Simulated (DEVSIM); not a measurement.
Structure: Cr/SiO2/p-GaSb capacitor, at 300 K.

| layer (left to right) | material | thickness (nm) | Na (cm⁻³) |
|---|---|---|---|
| 1 | SiO2 | 11.0 | - |
| 2 | GaSb | 460 | 1.7e18 |

Metal gate on the left, work function 4.5 eV. Fixed charge at the semiconductor interface -1.83e12 cm⁻² (in units of +e); no interface traps.

Constants are typed, rounded textbook-type inputs, not results; the design itself was drawn at random and stands for no fabricated device. Values at 300 K.

| parameter | SiO2 | GaSb |
|---|---|---|
| gap (eV) | 9 | 0.726 |
| affinity (eV) | 0.9 | 4.06 |
| permittivity | 3.9 | 15.7 |
| Nc (cm⁻³) | - | 2.1e17 |
| Nv (cm⁻³) | - | 1.8e19 |

Model (solved in DEVSIM): 1D Poisson equation in equilibrium, Boltzmann statistics, complete ionisation; no quantum confinement or tunnelling. Metal contacts follow the ideal Schottky-Mott rule: no Fermi-level pinning, no interface dipoles.

Tabulate band edges, carrier densities and field at 1.2 V on the gate.

Energies count from the Fermi level of the right contact; mesh points crowd at the junctions.

| x (μm) | Ec (eV) | Ev (eV) | n (cm⁻³) | p (cm⁻³) | field (V/cm) |
|---|---|---|---|---|---|
| 0.000 | 2.400 | -6.600 | < 1e2 | < 1e2 | 1300000 |
| 0.0009759 | 2.522 | -6.478 | < 1e2 | < 1e2 | 1300000 |
| 0.002594 | 2.725 | -6.275 | < 1e2 | < 1e2 | 1300000 |
| 0.005098 | 3.039 | -5.961 | < 1e2 | < 1e2 | 1300000 |
| 0.008594 | 3.477 | -5.523 | < 1e2 | < 1e2 | 1300000 |
| 0.01014 | 3.670 | -5.330 | < 1e2 | < 1e2 | 1300000 |
| 0.01104 | 0.618 | -0.108 | 8700000 | 2.8e17 | 100000 |
| 0.01264 | 0.632 | -0.094 | 5100000 | 4.7e17 | 75000 |
| 0.01515 | 0.647 | -0.079 | 2900000 | 8.4e17 | 45000 |
| 0.01993 | 0.660 | -0.066 | 1700000 | 1.4e18 | 14000 |
| 0.02836 | 0.664 | -0.062 | 1400000 | 1.7e18 | 1500 |
| 0.05289 | 0.665 | -0.061 | 1400000 | 1.7e18 | ≈ 0 |
| 0.09156 | 0.665 | -0.061 | 1400000 | 1.7e18 | ≈ 0 |
| 0.1650 | 0.665 | -0.061 | 1400000 | 1.7e18 | ≈ 0 |
| 0.3231 | 0.665 | -0.061 | 1400000 | 1.7e18 | ≈ 0 |
| 0.3936 | 0.665 | -0.061 | 1400000 | 1.7e18 | ≈ 0 |
| 0.4308 | 0.665 | -0.061 | 1400000 | 1.7e18 | ≈ 0 |
| 0.4496 | 0.665 | -0.061 | 1400000 | 1.7e18 | ≈ 0 |
| 0.4625 | 0.665 | -0.061 | 1400000 | 1.7e18 | ≈ 0 |
| 0.4671 | 0.665 | -0.061 | 1400000 | 1.7e18 | ≈ 0 |
| 0.4695 | 0.665 | -0.061 | 1400000 | 1.7e18 | ≈ 0 |
| 0.4710 | 0.665 | -0.061 | 1400000 | 1.7e18 | ≈ 0 |
